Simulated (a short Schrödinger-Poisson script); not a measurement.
# MOS inversion layer, Si3N4 on p-type Si(110)

Stack: MOS inversion layer, Si3N4 on p-type Si(110), at 300 K.

| layer | material | thickness (nm) | Na (cm⁻³) |
|---|---|---|---|
| 1 | Si3N4 | 3.2 | - |
| 2 | Si | 770 | 3.1e17 |

Constants are typed, rounded textbook-type inputs, not results; the design itself was drawn at random and stands for no fabricated device. Si3N4: permittivity 7.5, conduction-band edge (eV) 1.95, gap (eV) 5.1, electron mass (mₑ) 0.5. Si: permittivity 11.7, conduction-band edge (eV) 0, gap (eV) 1.124, Nv at 300 K (cm⁻³) 3.1e19.

Channel valleys (confinement mass, in-plane density-of-states mass, number): Δ4 0.315, 0.324, 4; Δ2 0.19, 0.417, 2. At the gate the conduction-band edge of layer 1 lies 2.05 eV − eVg above the Fermi level of the channel; the field vanishes at the back. Gaps are held at their typed values at every temperature. Mesh 0.03 nm at interfaces.

Solved with a short Schrödinger-Poisson script written for these runs: 1D Poisson equation in equilibrium, electrons quantum, Hartree (BenDaniel-Duke, 12 states a valley, the channel's in-plane mass for all, wave functions free to enter the dielectric), parabolic valleys, classical holes, full ionisation, no traps, pinning or gate leakage.

```
Vg (V)  electrons (cm⁻²)  C (μF/cm²)  Δ4 E0 (meV)  Δ4 E1 (meV)  Δ2 E0 (meV)  Δ2 E1 (meV)
------  ----------------  ----------  -----------  -----------  -----------  -----------
-0.05             1.22e7       0.176        370.8        442.7        383.8        468.4
0                 6.60e7       0.171        326.9        400.5        340.2        426.8
0.05              3.60e8       0.168        282.9        358.1        296.4        384.9
0.1               1.97e9       0.171        238.8        315.6        252.5        342.9
0.15             1.06e10       0.209        195.1        273.5        209.1        301.4
0.2              5.14e10       0.371        154.2        234.1        168.4        262.5
0.25             1.82e11       0.706        121.2        203.0        135.8        231.8
0.3              4.31e11        1.01         98.6        182.4        113.6        211.6
0.35             7.66e11        1.20         83.4        169.4         98.8        198.8
0.4              1.15e12        1.32         72.5        160.7         88.3        190.3
0.45             1.57e12        1.39         64.0        154.5         80.3        184.3
0.5              2.01e12        1.45         57.2        149.9         73.9        179.9
0.55             2.47e12        1.49         51.5        146.3         68.6        176.5
0.6              2.94e12        1.52         46.5        143.5         64.1        173.8
0.65             3.41e12        1.55         42.2        141.2         60.1        171.7
0.7              3.90e12        1.57         38.3        139.4         56.6        169.9
0.75             4.40e12        1.59         34.8        137.9         53.5        168.5
0.8              4.90e12        1.61         31.6        136.6         50.6        167.3
0.85             5.40e12        1.63         28.6        135.5         48.0        166.3
0.9              5.91e12        1.64         25.8        134.6         45.6        165.4
0.95             6.43e12        1.65         23.2        133.9         43.3        164.7
```

Subbands count from the Fermi level.
